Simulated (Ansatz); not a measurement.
Functionals compared on the (111) surface of bcc V in its 1x1 cell, outermost plane spacing 0.87 Å in the ideal cut, in Ansatz (plane waves, PAW). The structure was relaxed with PBE; the other rows are single points on it, each with its references at the same level. Cutoff 420 eV (500 eV for r2SCAN).

Model: 13-atom slab, 10.4 Å thick at the start (thin: gaps and levels are the slab's own), 10x10x1 mesh, Fermi-Dirac 0.1 eV, dipole correction, all atoms relaxed; held to the start's symmetry, so lower structures may exist; no spin, no spin-orbit, no U. These notes are the PBE run's.

| functional | surface energy (J/m²) | work function of the top face (eV) | rough cost of the single point |
|---|---|---|---|
| PBE | 2.71 | 3.82 | – |
| LDA | (withheld) | (withheld) | about 40 core-seconds (a rough figure) |
| PBEsol | 2.93 | 3.89 | roughly 50 core-seconds |
| RPBE | 2.57 | 3.68 | very roughly 40 core-seconds |
| r2SCAN | 2.94 | 3.83 | about 90 core-seconds (a rough figure) |

Question: Complete the blanks.

Answer: 
- LDA, surface energy (J/m²): 2.97
- LDA, work function of the top face (eV): 4.07

Ansatz is an electronic-structure program.
